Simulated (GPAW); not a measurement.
Checking a run of GPAW on LiMg₆Zr (Amm2, 8 atoms in the cell). The aim is a self-consistent single point with DFT LDA (Perdew-Wang 92), plane waves, GPAW PAW datasets LDA (gpaw-data 1.0.1).

The input file:

```python
from ase import Atoms
from ase.units import GPa
from gpaw import GPAW, PW, FermiDirac

atoms = Atoms(['Li', 'Mg', 'Mg', 'Mg', 'Mg', 'Mg', 'Mg', 'Zr'],
              cell=[[5.027480, 0.000000, 0.000000],
                    [0.000000, 3.231790, 5.503605],
                    [0.000000, -3.231790, 5.503605]],
              scaled_positions=[[0.500000, 0.335360, 0.335360],
                                [0.500000, 0.336300, 0.827360],
                                [0.500000, 0.827360, 0.336300],
                                [0.000000, 0.164640, 0.664720],
                                [0.000000, 0.664720, 0.164640],
                                [0.000000, 0.668680, 0.668680],
                                [0.000000, 0.168420, 0.168420],
                                [0.500000, 0.834540, 0.834540]],
              pbc=True)

atoms.set_initial_magnetic_moments([0.0, 0.0, 0.0, 0.0, 0.0, 0.0, 0.0, 1.0])

calc = GPAW(spinpol=True,
            mode=PW(800),
            xc='LDA',
            occupations=FermiDirac(0.1),
            nbands=-16,
            symmetry={'symmorphic': False, 'tolerance': 0.0005},
            maxiter=120)

atoms.calc = calc

energy = atoms.get_potential_energy()
print('Energy (eV):', round(energy, 6))
forces = atoms.get_forces()
print('Forces (eV/Ang):')
print(forces.round(5))
stress = atoms.get_stress()
print('Stress (GPa, Voigt):', (stress / GPa).round(4))
```

Log, with long lists cut:

```
Input parameters:
  maxiter: 120
  mode: {ecut: 800.0,
         name: pw}
  nbands: -16
  occupations: {fixmagmom: False,
                name: fermi-dirac,
                width: 0.1}
  spinpol: True
  symmetry: {symmorphic: False,
             tolerance: 0.0005}

species:
  Li:
    name: Lithium
   [... lines left out ...]
Bands to converge: occupied

Density initialized from atomic densities
  53 bands from LCAO basis set

Atomic positions and initial magnetic moments

Positions:
   0 Li     2.513740   -0.000000    3.691378    ( 0.0000,  0.0000,  0.0000)
   1 Mg     2.513740   -1.587003    6.404325    ( 0.0000,  0.0000,  0.0000)
   2 Mg     2.513740    1.587003    6.404325    ( 0.0000,  0.0000,  0.0000)
   3 Mg     0.000000   -1.616154    4.564470    ( 0.0000,  0.0000,  0.0000)
   4 Mg     0.000000    1.616154    4.564470    ( 0.0000,  0.0000,  0.0000)
   5 Mg     0.000000   -0.000000    7.360301    ( 0.0000,  0.0000,  0.0000)
   6 Mg     0.000000    0.000000    1.853834    ( 0.0000,  0.0000,  0.0000)
   7 Zr     2.513740    0.000000    9.185957    ( 0.0000,  0.0000,  1.0000)

Unit cell:
           periodic     x           y           z      points  spacing
  1. axis:    yes    5.027480    0.000000    0.000000    35     0.1436
  2. axis:    yes    0.000000    3.231790    5.503605    42     0.1327
  3. axis:    yes    0.000000   -3.231790    5.503605    42     0.1327

  Lengths:   5.027480   6.382330   6.382330
  Angles:   60.844044  90.000000  90.000000

Effective grid spacing dv^(1/3) = 0.1426
     iter     time        total  log10-change:  magmom
                         energy   eigst   dens
iter:   1 --:--:--   -19.653504                   +1.0089
iter:   2 --:--:--   -19.585284   -0.54  -1.36    +0.7244
iter:   3 --:--:--   -19.213906   -1.28  -1.40    +0.6152
iter:   4 --:--:--   -19.145935   -2.77  -1.50    +0.7276
iter:   5 --:--:--   -19.032269   -2.11  -1.56    +1.0153
iter:   6 --:--:--   -19.042493   -2.75  -1.86    +1.5393
iter:   7 --:--:--   -19.075914   -3.22  -1.91    +1.3991
iter:   8 --:--:--   -19.016727   -3.17  -1.89    +1.7324
   [... lines left out ...]
iter:  66 --:--:--   -19.014220c  -6.66  -4.56c   +1.4734
iter:  67 --:--:--   -19.014366c  -6.13  -4.02c   +1.4619
iter:  68 --:--:--   -19.014199c  -6.51  -3.72    +1.4545
iter:  69 --:--:--   -19.014340c  -7.46c -3.82    +1.4555
iter:  70 --:--:--   -19.014359c  -8.12c -3.70    +1.4534
iter:  71 --:--:--   -19.014460c  -6.90  -3.69    +1.4412
iter:  72 --:--:--   -19.013100c  -5.60  -3.57    +1.4412
iter:  73 --:--:--   -19.013945c  -6.38  -3.50    +1.4413
iter:  74 --:--:--   -19.013627c  -7.30  -4.09c   +1.4417
iter:  75 --:--:--   -19.013668c  -8.72c -4.18c   +1.4411
Converged after 75 iterations.

Dipole moment: (-0.000000, 0.000000, 4.567730) |e|*Ang

Total magnetic moment: (0.000000, 0.000000, 1.441148)
Local magnetic moments:
   0 Li ( 0.000000,  0.000000,  0.005063)
   1 Mg ( 0.000000,  0.000000,  0.006225)
   2 Mg ( 0.000000,  0.000000,  0.006225)
   3 Mg ( 0.000000,  0.000000,  0.009704)
   4 Mg ( 0.000000,  0.000000,  0.009704)
   5 Mg ( 0.000000,  0.000000,  0.025410)
   6 Mg ( 0.000000,  0.000000,  0.022736)
   7 Zr ( 0.000000,  0.000000,  0.472368)

Energy contributions relative to reference atoms: (reference = -130549.551592)

Kinetic:         -7.701020
Potential:      +16.099938
External:        +0.000000
XC:             -27.138838
Entropy (-ST):   -0.309911
Local:           -0.118793
SIC:             +0.000000
   [... lines left out ...]
Free energy:    -19.168623
Fermi level: 2.98685
Gap: 0.056 eV
   [... lines left out ...]
  3 Mg   -0.00000   -0.00754   -0.31753
  4 Mg    0.00000    0.00754   -0.31753
  5 Mg    0.00000    0.00000    0.32454
  6 Mg    0.00000    0.00000    0.30852
  7 Zr    0.00000    0.00000   -0.13584

Stress tensor:
     0.080521     0.000000     0.000000
     0.000000    -0.029200    -0.000000
     0.000000    -0.000000    -0.033404
Stress (GPa, Voigt): [12.9008 -4.6784 -5.3519 -0.      0.      0.    ]
```

Q: Is anything amiss in this input, and did it matter?

A: The run is not sound. The fault is a single k-point for a small metallic cell. One k-point cannot sample the Fermi surface of a small cell. To fix it, use a converged k-point mesh. The run converged in 75 iterations without an error; against the sound input the free energy goes up by 218 meV/atom, the pressure goes from -2.55 to -0.96 GPa, the largest force goes from 0.171 to 0.325 eV/Å and the size of the net moment goes from 0.00 to 0.18 μB/atom.

The sound input it was made from differs as follows (other fixes are possible):
```diff
+            kpts={'size': (4, 3, 3), 'gamma': True},
```

With that input, the run converged in 15 iterations: free energy E − TS (from the program's reference atoms) -20.9099 eV; Fermi level (on the code's own zero) 3.71 eV; pressure -2.55 GPa; largest force (vector length) 0.171 eV/Å; size of the cell's spin moment 0.00 μB (DFT LDA (Perdew-Wang 92), plane waves, GPAW PAW datasets LDA (gpaw-data 1.0.1)).

On the sound input: the starting cell comes from a database of computed structures (which also holds hypothetical and non-ambient phases and stackings), without a prior relaxation at this level. The starting moments vanished: the run ended non-magnetic. The log's line on a gap gives a spacing of levels on this mesh, which the program prints for metals too.
